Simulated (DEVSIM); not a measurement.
Structure: GaP/Si p-n heterojunction, at 400 K.

```tsv
layer (left to right)	material	thickness (μm)	Nd (cm⁻³)	Na (cm⁻³)	τn (s)	τp (s)
1	GaP	0.0640	-	7.9e17	5.2e-7	5.2e-7
2	Si	0.830	7.3e15	-	5.2e-7	5.2e-7
```

Left contact: ohmic. Right contact: ohmic. Voltage is applied to the left contact. Recombination: SRH at mid-gap. Mobility is μmin + (μ − μmin)/(1 + (N/Nref)^α).

Constants are typed, rounded textbook-type inputs, not results; the design itself was drawn at random and stands for no fabricated device. Values at 300 K; Nc and Nv go as T^1.5, mobilities as T to minus their exponent, the gap by Varshni's rule with the affinity fixed.

```tsv
parameter	GaP	Si
gap (eV)	2.26	1.124
affinity (eV)	3.8	4.05
permittivity	11.1	11.7
Nc (cm⁻³)	1.8e19	2.86e19
Nv (cm⁻³)	1.9e19	3.1e19
μn (cm²/Vs)	250	1417
μp (cm²/Vs)	150	470
μn,min	10	52
μp,min	10	45
Nref,n	4.4e18	9.7e16
Nref,p	1e18	2.2e17
αn	0.8	0.68
αp	0.85	0.72
T exponent of μn	1.6	2.3
T exponent of μp	1.98	2.2
Varshni α (eV/K)	0.00058	0.000473
Varshni β (K)	372	636
```

DEVSIM, 1D drift-diffusion, Boltzmann statistics, complete ionisation; no tunnelling, impact ionisation, image-force lowering or self-heating. Band offsets follow the typed affinities; no thermionic-emission limit at abrupt steps, no polarisation charge.

### Question
Tabulate band edges, carrier densities and field at zero bias.

### Answer
Energies count from the Fermi level of the right contact; mesh points crowd at the junctions.

```
x (μm)    Ec (eV)  Ev (eV)  n (cm⁻³)  p (cm⁻³)  field (V/cm)
--------  -------  -------  --------  --------  ------------
0.000       2.093   -0.124     < 1e2    7.9e17          -280
0.003539    2.093   -0.125     < 1e2    7.9e17          -350
0.009806    2.092   -0.125     < 1e2    7.8e17          -950
0.01945     2.090   -0.128     < 1e2    7.2e17         -5800
0.04110     1.977   -0.241     < 1e2    2.7e16       -150000
0.05207     1.740   -0.478     < 1e2    2.8e13       -290000
0.05883     1.516   -0.701     < 1e2    4.3e10       -370000
0.06420     1.048   -0.048   2700000    1.2e19       -360000
0.06804     0.972   -0.124     2.5e7    1.3e18       -120000
0.07544     0.911   -0.186     1.5e8    2.2e17        -60000
0.08781     0.852   -0.244     8.1e8    4.0e16        -40000
0.1208      0.740   -0.356    2.1e10    1.5e15        -31000
0.1721      0.599   -0.497    1.2e12    2.6e13        -24000
0.2579      0.431   -0.665    1.6e14    2.0e11        -15000
0.4790      0.304   -0.792    6.4e15     5.0e9          -780
0.6696      0.300   -0.796    7.3e15     4.4e9           -26
0.7685      0.300   -0.796    7.3e15     4.4e9           ≈ 0
0.8277      0.300   -0.796    7.3e15     4.4e9           ≈ 0
0.8658      0.300   -0.796    7.3e15     4.4e9           ≈ 0
0.8801      0.300   -0.796    7.3e15     4.4e9           ≈ 0
0.8886      0.300   -0.796    7.3e15     4.4e9           ≈ 0
0.8940      0.300   -0.796    7.3e15     4.4e9           ≈ 0
```
